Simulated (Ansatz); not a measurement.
The starting structures come from a database of crystals and need not be the phases stable at ambient conditions.

 Where the default PAW files enter, the runs use the earlier of Ansatz's two default sets.

The decay constant κ of evanescent states in the gap governs leakage through a thin film.

Here is the system:

```yaml
crystal:
  lattice:
    - [7.29291, 0.00000, 0.00000]
    - [-3.64646, 6.31585, 0.00000]
    - [0.00000, 0.00000, 6.18159]
  atoms:
    - { symbol: Cs, position: [0.33333, 0.66667, 0.75000] }
    - { symbol: Cs, position: [0.66667, 0.33333, 0.25000] }
    - { symbol: Mg, position: [0.00000, 0.00000, 0.00000] }
    - { symbol: Mg, position: [0.00000, 0.00000, 0.50000] }
    - { symbol: Cl, position: [0.31186, 0.15593, 0.75000] }
    - { symbol: Cl, position: [0.68814, 0.84407, 0.25000] }
    - { symbol: Cl, position: [0.15593, 0.31186, 0.25000] }
    - { symbol: Cl, position: [0.84407, 0.68814, 0.75000] }
    - { symbol: Cl, position: [0.84407, 0.15593, 0.75000] }
    - { symbol: Cl, position: [0.15593, 0.84407, 0.25000] }
```

Space group of this cell: P6_3/mmc. The cell is taken as given.

Transport runs along the normal of the first two printed cell vectors, the (001) plane of the conventional cell.

The gap is the functional's own. No spin-orbit coupling. Mid-gap values are interpolated on the energy grid.

**Question.** Give the band gap and the smallest decay constant κ at mid-gap that r2SCAN (Ansatz, an electronic-structure program) yields.

**Answer.** Gap 6.09 eV on a 6×6×6 mesh; κ = 0.384 1/Å, at the zone centre.
